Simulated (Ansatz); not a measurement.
Response to strain in ZnS

The reference is ZnS in the zinc blende structure (space group F-43m, No. 216; a = 5.443 Å).

Strains are applied to the cell and any free atomic positions relax.

Computed with PBE/PAW in Ansatz (an electronic-structure program), no spin-orbit coupling.

Notes on the quantities. energy relative to the base: free energy F.

```csv
case,pressure,band gap,energy relative to the base,shortest interatomic distance
base,0.1 kbar,2.02 eV,0 meV/atom,2.357 Å
isotropic strain −3.00 %,77.9 kbar,2.42 eV,+39 meV/atom,2.286 Å
isotropic strain −2.00 %,48.3 kbar,2.28 eV,+17 meV/atom,2.310 Å
isotropic strain −1.00 %,22.5 kbar,2.15 eV,+4.1 meV/atom,2.334 Å
isotropic strain −0.50 %,10.9 kbar,2.08 eV,+1.0 meV/atom,2.345 Å
isotropic strain +0.50 %,-10.0 kbar,1.95 eV,+1.0 meV/atom,2.369 Å
isotropic strain +1.50 %,-28.1 kbar,1.83 eV,+8.4 meV/atom,2.392 Å
isotropic strain +2.00 %,-36.1 kbar,1.76 eV,+15 meV/atom,2.404 Å
isotropic strain +2.50 %,…,…,…,2.416 Å
isotropic strain +3.00 %,-50.6 kbar,1.64 eV,+32 meV/atom,2.428 Å
```

Q: Some entries are withheld; estimate them.

A: 
- isotropic strain +2.50 %, pressure: -43.6 kbar
- isotropic strain +2.50 %, band gap: 1.70 eV
- isotropic strain +2.50 %, energy relative to the base: +23 meV/atom

Whether these cells are dynamically stable was not tested.
